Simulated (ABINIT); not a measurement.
A self-consistent single point of LaBi₃ (Pm-3m, 4 atoms in the cell) with ABINIT.

Method of the run: LDA (PW92), PAW (JTH v2.0 LDA PAW) (plane waves; ABINIT).

The change in words: lattice scaled by 0.98. Reference geometry:
```xyz
4
Lattice="4.9862 0.0000 0.0000 0.0000 4.9862 0.0000 0.0000 0.0000 4.9862" Properties=species:S:1:pos:R:3 pbc="T T T"
La     0.0000     0.0000     0.0000
Bi     2.4931     0.0000     2.4931
Bi     0.0000     2.4931     2.4931
Bi     2.4931     2.4931     0.0000
```

Reference input (self-consistent single point, DFT, LDA (PW92), plane waves, PAW (JTH v2.0 LDA PAW)): pseudos = [La.LDA_PW-JTH.xml, Bi.LDA_PW-JTH.xml]; ecut = 26 Ha; pawecutdg = 52 Ha; ixc = 7; occopt = 3; tsmear = 0.05 eV; ngkpt = 5 5 5; nshiftk = 1; shiftk = 0 0 0; potentials = JTH v2.0 LDA PAW; nband = 36; kptopt = 1. This run's input differs from it in these lines:

```diff
@@ -5,5 +5,5 @@
 rprim
-         4.9862000000    0.0000000000    0.0000000000
-         0.0000000000    4.9862000000    0.0000000000
-         0.0000000000    0.0000000000    4.9862000000
+         4.8864760000    0.0000000000    0.0000000000
+         0.0000000000    4.8864760000    0.0000000000
+         0.0000000000    0.0000000000    4.8864760000
 natom 4
@@ -14,5 +14,5 @@
          0.0000000000    0.0000000000    0.0000000000
-         4.7112762013    0.0000000000    4.7112762013
-         0.0000000000    4.7112762013    4.7112762013
-         4.7112762013    4.7112762013    0.0000000000
+         4.6170506773    0.0000000000    4.6170506773
+         0.0000000000    4.6170506773    4.6170506773
+         4.6170506773    4.6170506773    0.0000000000
 ecut 26 Ha
```

Output, abridged:

```
--- !BeginCycle
solver: {iscf: 17, nstep: 100, nline: 4, wfoptalg: 10, }
tolerances: {tolvrs: 1.00E-12, }
...

     iter   Etot(hartree)      deltaE(h)  residm     nres2
 ETOT  1  -237.61606073138    -2.376E+02 2.966E+01 1.992E+03
 ETOT  2  -258.44262715889    -2.083E+01 6.799E+00 1.083E+03
 ETOT  3  -251.89328141549     6.549E+00 2.916E-01 4.481E+02
 ETOT  4  -250.87526735311     1.018E+00 6.368E-02 2.172E+02
 ETOT  5  -250.35509297442     5.202E-01 1.130E-02 1.361E+02
   [... 18 lines left out ...]
 ETOT 24  -249.37814545530     1.745E-11 1.360E-04 6.006E-10
 ETOT 25  -249.37814545531    -1.174E-11 2.476E-04 7.079E-11
 ETOT 26  -249.37814545531     2.586E-12 1.796E-04 1.006E-11
 ETOT 27  -249.37814545531     5.684E-13 3.950E-04 8.230E-13
 At SCF step   27       nres2   =  8.23E-13 < tolvrs=  1.00E-12 =>converged.

 Cartesian components of stress tensor (hartree/bohr^3)
  sigma(1 1)= -2.08585386E-07  sigma(3 2)=  0.00000000E+00
  sigma(2 2)= -2.08585386E-07  sigma(3 1)=  0.00000000E+00
  sigma(3 3)= -2.08585386E-07  sigma(2 1)=  0.00000000E+00

 ----iterations are completed or convergence reached----

 reduced coordinates (array xred) for    4 atoms
       0.000000000000      0.000000000000      0.000000000000
       0.500000000000      0.000000000000      0.500000000000
       0.000000000000      0.500000000000      0.500000000000
       0.500000000000      0.500000000000      0.000000000000
 cartesian forces (eV/Angstrom) at end:
    1     -0.00000000000000    -0.00000000000000    -0.00000000000000
   [... lines left out ...]
 Fermi (or HOMO) energy (eV) =   7.97311   Average Vxc (eV)= -10.25553
   [... lines left out ...]
'-kT*entropy'       : -1.02029036211979E-03
total_energy        : -2.49378146150418E+02
total_energy_eV     : -6.78592446119420E+03
...

-Cartesian components of stress tensor (GPa)         [Pressure=  6.1368E-03 GPa]
- sigma(1 1)= -6.13679288E-03  sigma(3 2)=  0.00000000E+00
- sigma(2 2)= -6.13679288E-03  sigma(3 1)=  0.00000000E+00
- sigma(3 3)= -6.13679288E-03  sigma(2 1)=  0.00000000E+00

 Calculation completed.
```

The run converged in 27 iterations. 

The starting cell comes from a database of computed structures (which also holds hypothetical and non-ambient phases and stackings), without a prior relaxation at this level. Its lattice was rescaled by a random factor within 2.5 % of one. For this run, on top of that: lattice scaled by 0.98.

These are the values that this program gave, and no reference: the one-centre exchange-correlation terms come from a truncated expansion.

Cost on one core of a shared machine: roughly 7 min.
